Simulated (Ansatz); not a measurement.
The reference is HfB2 (space group P6/mmm, No. 191; a = 3.146 Å, c = 3.486 Å).

(Cell as relaxed with PBE.)

Levels (all Ansatz, a first-principles code, PAW): PBE (420 eV, no SOC); PBEsol (420 eV, spin-orbit coupling left out).

Each level relaxes its own structure.

```json
[
 {"quantity": "volume per atom", "PBE": "9.96 Å³", "PBEsol": "9.73 Å³"},
 {"quantity": "lattice parameter a", "PBE": "314.6 pm", "PBEsol": "312.8 pm"},
 {"quantity": "lattice parameter c", "PBE": "348.6 pm", "PBEsol": "344.5 pm"},
 {"quantity": "band gap", "PBE": "zero", "PBEsol": "zero"}
]
```

PBE's volume per atom lies 0.23 Å³ above PBEsol's (2.3 %); PBE's lattice parameter a lies 1.8 pm above PBEsol's (0.6 %); PBE's lattice parameter c lies 4.1 pm above PBEsol's (1.2 %); the two agree on the band gap. Neither level is exact; PBEsol is the comparison here, not a measurement.

No phonon test of stability was made. All final runs are without spin polarisation.
